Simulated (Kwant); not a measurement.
Device: wire with a row of barriers in a Si two-dimensional gas. Effective mass 0.19 mₑ, grid spacing 12 nm, hard walls, nominal width 300 nm (25 grid rows, so walls 312 nm apart), one parabolic valley, scattering region 1200 nm long along x; energies count from the band bottom; Fermi energy swept from 1.7592e-05 to 0.00020891 eV. 2 barrier(s) across the wire, height 0.0017 eV, thickness 36 nm (about 3 grid columns), spaced by 144 nm.

The device is made up for the run: typed textbook-type constants, with dimensions and the other settings drawn at random.

Model: effective-mass tight-binding model on a square grid, one spin, coherent transport at 0 K (Kwant). Conductance is in e²/h.

Problem. How many channels do the leads carry at E = 0.152 meV?

Solution. The hard-wall thresholds are n² ħ²π²/(2mW²) = n² × 0.0203 meV with W = 312 nm. √(0.152/0.0203) = 2.74, so 2.
